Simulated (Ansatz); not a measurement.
Base system: Ir in the fcc (Cu type) structure (space group Fm-3m, No. 225; a = 3.831 Å; relaxed with 0.1 eV smearing). Axes: x, y, z lie along the cube axes.

The values are results of PBEsol (Ansatz, a program for electronic structure), without spin-orbit coupling, not measurements.

Before the change:

| Item | Result |
|---|---|
| Shortest interatomic distance | 2.709 Å |

Modification: tensor shear ε_xy = +0.57 % (engineering shear γ = 0.0114); the atoms relax in the strained cell.

**Question.** What happens to the stress, shortest interatomic distance and energy relative to the base?

**Answer.** The stress (xx, yy, zz, yz, xz, xy; compression positive) comes out as (0.1, 0.1, 0.0, 0.0, 0.0, -3.2) GPa; the shortest interatomic distance drops by 0.015 Å, from 2.709 Å to 2.694 Å; the energy grows by 1.6 meV/atom.

No phonon test of stability was made. The final runs are not spin-polarised.
